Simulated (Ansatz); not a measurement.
## How far to go with the k-point mesh: ZrMnF6 (I4mm, 8 atoms in the cell)

```
CELL_PARAMETERS angstrom
      0.00000     4.12654     4.12654
      4.12654     0.00000     4.12654
      4.12654     4.12654     0.00000
ATOMIC_POSITIONS crystal
  Zr 0.50606 0.50606 0.49394
  Mn 0.00000 0.00000 0.00000
  F  0.74500 0.25500 0.25500
  F  0.25500 0.74500 0.74500
  F  0.25500 0.74500 0.25500
  F  0.74500 0.25500 0.74500
  F  0.25500 0.25500 0.74500
  F  0.74500 0.74500 0.25500
```
Moments meant for the start (each program seeds them in its own way; μB, in the order of the atoms Zr Mn F F F F F F): 0.0 4.0 0.0 0.0 0.0 0.0 0.0 0.0.

Level of theory: PBEsol+U, default PAW files made with PBE (plane waves; Ansatz, a first-principles code).

Base settings: basis.ecutwfc = 420 eV; kpoints.mp_grid.grid = 4 4 4; hamiltonian.xc = pbesol; hamiltonian.pseudopotentials = {kind: paw} (the program's default PAW files); hamiltonian.hubbard.sites = [{species: Mn, l: d, u_eff: 3.9}] eV; hamiltonian.hubbard.projectors = ortho-atomic; magnetization.spin_polarized = true; scf.occupations.method = fermi_dirac; scf.occupations.width = 0.05 eV.

The second cell is the first with its lattice scaled by 0.98.

Only quantities that move along the ladder and can be compared are tabulated.

These are the values that this program gave, and no reference: magnets with a U can end in a higher state.

The count of work is k-points × plane waves × bands × iterations; it is no time. Core times come from one kind of shared machine, to one figure; runs under 30 s give none.

The starting cell comes from a database of computed structures (which also holds hypothetical and non-ambient phases and stackings), without a prior relaxation at this level. Its lattice was rescaled by up to half a per cent. One atom was moved a little off its site on purpose. With one magnetic atom in the cell only a parallel order is possible. With U or open f shells several self-consistent states can exist. In the base run, forces exceed 1 eV/Å. Ansatz's pressure includes its estimate of the finite-basis (Pulay) stress.

| kpoints.mp_grid.grid | free energy less the last step's (meV/atom) | energy of the compressed cell less the first (meV/atom) | pressure (GPa) | largest difference of a force vector from the last step's (eV/Å) | gap on the mesh (eV) | count of work / last | core time / last (rough) |
|---|---|---|---|---|---|---|---|
| 1 1 1 | 87.20 | 22.92 | 0.62 | 0.036 | 5.415 | 0.0044 | – |
| 2 2 2 | 1.22 | 16.06 | -0.63 | 0.005 | 4.469 | 0.014 | – |
| 3 3 3 | 0.01 | 14.85 | -0.66 | 0.000 | 4.619 | 0.021 | – |
| 4 4 4 | 0.10 | 14.87 | -0.66 | 0.000 | 4.474 | 0.046 | – |
| 5 5 5 | 0.06 | 14.87 | -0.66 | 0.000 | 4.528 | 0.064 | – |
| 6 6 6 | 0.03 | 14.94 | -0.66 | 0.000 | 4.474 | 0.11 | 0.1 |
| 7 7 7 | 0.02 | 14.93 | -0.66 | 0.000 | 4.502 | 0.14 | 0.10 |
| 8 8 8 | 0.01 | 14.94 | -0.66 | 0.000 | 4.473 | 0.23 | 0.3 |
| 9 9 9 | 0.01 | 14.96 | -0.66 | 0.000 | 4.491 | 0.27 | 0.2 |
| 10 10 10 | -0.01 | 14.94 | -0.66 | 0.000 | 4.473 | 0.36 | 0.4 |
| 11 11 11 | 0.00 | 14.94 | -0.66 | 0.000 | 4.485 | 0.45 | 0.6 |
| 12 12 12 | 0.01 | 14.92 | -0.66 | 0.000 | 4.474 | 0.58 | 0.7 |
| 14 14 14 | 0.00 | 14.94 | -0.66 | 0.000 | 4.473 | 1.0 | 1 |

Coarsest kpoints.mp_grid.grid that holds the forces within 0.01 eV/Å of the last step, with all finer ones: 2 2 2, at 0.014 of the last step's count of work; the step before is off by 0.036 eV/Å.

Coarsest kpoints.mp_grid.grid that holds the pressure within 0.1 GPa of the last step, with all finer ones: 2 2 2, at 0.014 of the last step's count of work; the step before is off by 1.3 GPa.

The gap on the mesh jumps up and down from mesh to mesh; it is no smooth measure of convergence.

Keys are those of Ansatz 0.2.
